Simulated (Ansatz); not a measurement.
An Ansatz (a first-principles code) input (r2SCAN (Ansatz), without spin-orbit coupling):

Ansatz 0.2 input:
```yaml
crystal:
  lattice:
    - [3.8816628969, 0, 0]
    - [1.9408314484, 3.3616186776, 0]
    - [1.9408314484, -1.1205395592, 3.1302307061]
  atoms:
    - { symbol: Si, position: [0, 0, 0] }
    - { symbol: Si, position: [0.5, 0.25, 0.75] }
basis: { ecutwfc: 500, ecutrho_ratio: 4, xc_grid: 4, fft_grid_basis: typed }
kpoints: { mp_grid: { grid: [10, 10, 10] } }
hamiltonian:
  xc: r2scan
  dispersion: none
  pseudopotentials: { kind: paw }
scf: { occupations: { method: fermi_dirac, width: 0.05 } }
relax: { f_tol: 0.005, max_steps: 50, cell: { stress_tol: 0.01, fix: [a, b, gamma] } }
output: { forces: true, stress: true }
checkpoint: { write: state.ck, write_every: 1000 }
```

### Question
Which symmetry and how many k-points will the program report, and about how many plane waves at Γ?

### Answer
Space group R-3m (ITA 166) with 12 operations, k-points 116 of 1000, and 1025 plane waves at Γ.

### Question
And the final pressure?

### Answer
-1.24 GPa (compression positive).

The cells carry an imposed strain or load. Whether these cells are dynamically stable was not tested. The cell was made from Si in the diamond structure (space group Fd-3m, No. 227) by this change: biaxial strain +0.83 %, plane normal [111], relaxed out of plane.
